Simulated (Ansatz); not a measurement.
# A self-consistent single point of YZnCuP₂ (P3m1, 5 atoms in the cell) with Ansatz

Computed with LDA (PW92), default PAW files made with PBE (plane waves; Ansatz, a first-principles code).

Input as run:

Ansatz 0.2 input:
```yaml
crystal:
  lattice:
    - [3.97526700, 0.00000000, 0.00000000]
    - [-1.98763400, 3.44268300, 0.00000000]
    - [0.00000000, 0.00000000, 6.56419800]
  atoms:
    - { symbol: Y, position_ang: [-0.00000232, 2.29512315, 6.46271550] }
    - { symbol: Zn, position_ang: [0.00000000, 0.00000000, 2.47148619] }
    - { symbol: Cu, position_ang: [1.98763532, 1.14755985, 4.19787026] }
    - { symbol: P, position_ang: [1.98763532, 1.14755985, 1.68502963] }
    - { symbol: P, position_ang: [0.00000000, 0.00000000, 4.87549242] }
basis:
  ecutwfc: 420.0
kpoints:
  mp_grid:
    grid: [7, 7, 4]
hamiltonian:
  xc: lda
  pseudopotentials:
    kind: paw
scf:
  occupations:
    method: gaussian
    width: 0.1
output:
  forces: true
  eigenvalues: true
  stress: true
```

Log, with long lists cut:

```
WARN the atoms were moved onto the symmetric positions of the space group found under crystal.symmetry.tolerance 1.0e-5 (fractional …
WARN ansatz: RAYON_NUM_THREADS=1 ignored (pool sized by the plan → 1); use --threads N
Pseudopotentials: kind: paw
Pseudopotential: Y, paw, valence charge 11
Pseudopotential: Zn, paw, valence charge 12
Pseudopotential: Cu, paw, valence charge 19
Pseudopotential: P, paw, valence charge 5
Crystal: 5 atoms, lattice volume = 89.835 Å³
Basis set: ecut = 420 eV, 1761 PW (Γ)
Bands: 32, of which v1, the nominal top of the filled ones, is band 26 counted from 1 (25 counted from 0)
Symmetry: 6 space group operations
Space group: P3m1 (ITA 156), of the structure as read, at distance tolerance 4.5e-5 Å
k-points: 28 of 196 (time reversal used)
PAW frozen core: Y, regenerated for the run's functional, and the local potential with it
PAW frozen core: Zn, regenerated for the run's functional, and the local potential with it
PAW frozen core: Cu, regenerated for the run's functional, and the local potential with it
PAW frozen core: P, regenerated for the run's functional, and the local potential with it
Initial density: superposition of atomic densities (neutral atoms: chi_scale 0, normalization atom), corrected by the library's trained network
Initial wavefunctions: pseudopotential atomic-orbital guess
Eigensolver: davidson
Functional: x = slater, c = lda
SCF iter   1: F=—  HF=-15003.476180 eV  |F-HF|=—  |Δ(HF+E_count)|=         —  Δρ=8.58e-3  dr2=3.55e-2  ethr=1.77e-3  ⟨swp⟩=6.3  Hψ=4010  notcnv=0
all-band conjugate gradients solve this SCF's bands
preconditioner: auto → Resta (q_TF=auto, 2.491 Å⁻¹)
SCF iter   2: F=—  HF=-15003.468304 eV  |F-HF|=—  |Δ(HF+E_count)|=   7.88e-3  Δρ=3.05e-3  dr2=8.83e-3  ethr=6.82e-5  ⟨swp⟩=2.5  Hψ=1736  notcnv=0  defer=1
SCF iter   3: F=—  HF=-15003.466554 eV  |F-HF|=—  |Δ(HF+E_count)|=   1.75e-3  Δρ=1.99e-3  dr2=2.70e-3  ethr=1.70e-5  ⟨swp⟩=2.3  Hψ=1154  notcnv=0  defer=1
SCF iter   4: F=—  HF=-15003.465869 eV  |F-HF|=—  |Δ(HF+E_count)|=   6.85e-4  Δρ=2.75e-4  dr2=4.77e-5  ethr=5.19e-6  ⟨swp⟩=2.4  Hψ=1409  notcnv=0  defer=1
SCF iter   5: F=—  HF=-15003.465876 eV  |F-HF|=—  |Δ(HF+E_count)|=   7.24e-6  Δρ=2.28e-4  dr2=2.94e-5  ethr=9.17e-8  ⟨swp⟩=2.0  Hψ=1369  notcnv=0  defer=1
SCF iter   6: F=—  HF=-15003.465859 eV  |F-HF|=—  |Δ(HF+E_count)|=   1.67e-5  Δρ=2.67e-5  dr2=1.49e-6  ethr=5.65e-8  ⟨swp⟩=2.0  Hψ=1300  notcnv=0  defer=1
SCF iter   7: F=—  HF=-15003.465859 eV  |F-HF|=—  |Δ(HF+E_count)|=   8.17e-8  Δρ=1.25e-5  dr2=1.52e-7  ethr=2.87e-9  ⟨swp⟩=2.0  Hψ=1207  notcnv=0  defer=1
SCF iter   8: F=-15003.465859 eV  HF=-15003.465859 eV  |F-HF|=5.51e-9  |Δ(HF+E_count)|=   1.48e-9  Δρ=3.47e-6  dr2=1.54e-8  ethr=1.92e-10  ⟨swp⟩=9.0  Hψ=3932  notcnv=0
SCF 1 converged in 8 iterations: F = -15003.465859 eV  dr2 = 1.54e-8
SCF converged after 8 iterations
Free energy (F): -15003.465859 eV
Harris-Foulkes:  -15003.465859 eV  (|F-HF|=5.51e-9)
Internal energy: -15003.464075 eV  (E = F + TS)
E sigma→0 (E₀):  -15003.464967 eV
Entropy (-TS):   -0.001784 eV (-0.357 meV/atom)
Fermi energy:    10.843229 eV
--- Per-component energies (eV) ---
  E_band       = -506.143391
  E_kinetic    = 879.892832
  E_local      = -8350.518695  (includes V_loc(G=0)·N_el)
  E_nonlocal   = 1135.481032
  E_hartree    = 3622.816215
  E_xc         = -520.783281
  E_vxc        = -492.093172  (∫ρ·V_xc dr)
  E_paw        = -7154.490925  (= ΣΔE_a)
  E_vpaw       = -924.544734  (= ΣTr[D̂ρ^β])
  E_aug_tail   = -0.000123  (compensation charges beyond the density's cutoff)
  E_ewald      = -4618.432220
  E_core_change = 2.571090  (= ΣΔE_core)
  E_smearing   = -0.001784  (= −TS)
  E_closure    = -0.000000  (closes the sum)
  Σ components = -15003.465859   (vs F -15003.465859, Δ=0.00e0)
--- Forces (eV/Å), atoms counted from 1 ---
  atom   1  Y      0.00000000    -0.00000000    -0.07326936
  atom   2  Zn     0.00000000    -0.00000000    -0.01481124
  atom   3  Cu    -0.00000000     0.00000000     0.09498067
  atom   4  P     -0.00000000     0.00000000     0.07030256
  atom   5  P      0.00000000     0.00000000    -0.07721777
  max |Σ_I F_I| component: 1.51e-5 eV/Å
--- Stress (GPa, compression-positive) ---
       -7.026247      -0.000000      -0.000000
       -0.000000      -7.026247       0.000000
        0.000000       0.000000      -7.123496
  P = ⅓ Tr σ = -7.0587 GPa (-70.587 kbar)
  The stress holds the Pulay correction. Without it, at fixed plane waves, as pw.x and ABINIT print it: P = -7.1091 GPa
--- Band table (eV; the first three rows and the last of 28) ---
  k-point 0: bands = ["-101.4095", "-59.2431", "-59.2264", "-59.2264", "-32.1051", "-12.2652", "-12.0863", "-12.0863", "-1.6754", "-0.0926", "2.6998", "2.6998", "2.9090", "2.9090", "2.9817", "4.5706", "6.4496", "6.4496", "7.1760", "7.4141", [...]
  k-point 1: bands = ["-101.4095", "-59.2431", "-59.2264", "-59.2264", "-32.1051", "-12.2658", "-12.0863", "-12.0863", "-1.5116", "-0.3595", "2.6986", "2.6986", "2.8381", "2.9093", "2.9093", "5.1877", "6.4627", "6.4627", "7.0324", "7.3953", [...]
  k-point 2: bands = ["-101.4095", "-59.2431", "-59.2264", "-59.2264", "-32.1051", "-12.2665", "-12.0863", "-12.0863", "-1.2185", "-0.7497", "2.6974", "2.6974", "2.7489", "2.9096", "2.9096", "6.2198", "6.4205", "6.4765", "6.4765", "7.3755", [...]
  k-point 27: bands = ["-101.4095", "-59.2431", "-59.2265", "-59.2265", "-32.0909", "-12.2562", "-12.2109", "-12.1992", "-0.1792", "0.1212", "2.7557", "2.8069", "2.8938", "2.9463", "3.2829", "4.5123", "5.4817", "6.3212", "6.5468", "6.8971", [...]
```

The run converged in 8 iterations.

The starting cell comes from a database of computed structures (which also holds hypothetical and non-ambient phases and stackings), without a prior relaxation at this level. Its lattice was rescaled by up to half a per cent. Spin polarisation is off. With a pressure of about -7 GPa the cell is away from its equilibrium volume at this level. Ansatz's pressure includes its estimate of the finite-basis (Pulay) stress.
